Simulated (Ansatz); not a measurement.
We consider TmCl3 (R-3c, No. 167; cell taken from a computed entry), described by r²SCAN-D4 (PAW; Ansatz, a quantum-chemistry and plane-wave program).

Numerical settings: plane-wave cutoff 500 eV, 8×8×8 k mesh, gaussian smearing 0.02 eV, spin-polarised start, scalar-relativistic PAW data made under PBE.

Computed at the level's own relaxed cell.

### Question
Estimate the equilibrium volume per atom, equilibrium lattice constant a and lattice parameter c that the calculation returns.

### Answer

equilibrium volume per atom: 26.97 Å³/atom
equilibrium lattice constant a: 6.383 Å
lattice parameter c: 18.343 Å

Note: the magnetic order was assumed, not searched for or taken from measurement; the relaxation could not lower the start's symmetry, so the cell can be a saddle point above a distorted one; the 4f shell is treated without U or exact exchange, so its levels and filling can be wrong.

Spin–orbit coupling is not included.

The computed numbers hold no vibrational or temperature effects.

Cost on a shared machine: around 13 core-minutes (rough).
